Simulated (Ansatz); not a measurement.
**The (332) surface of fcc Au in its 1x1 cell, outermost plane spacing 0.44 Å in the ideal cut**

The numbers are results of r2SCAN, at the PBE geometry (plane waves to 500 eV, PAW; Ansatz, a program for electronic structure), not measurements.

Model: 24-atom slab, 10.2 Å thick at the start (thin: gaps and levels are the slab's own), 13x3x1 mesh, Fermi-Dirac 0.1 eV, dipole correction, single point; on the structure that PBE left under its start's symmetry; no spin, no spin-orbit, no U.

The surface energy (mean of both faces) is 0.94 J/m² and the work function of the top face is 5.14 eV. The cost is about 7 core-minutes (a rough figure).
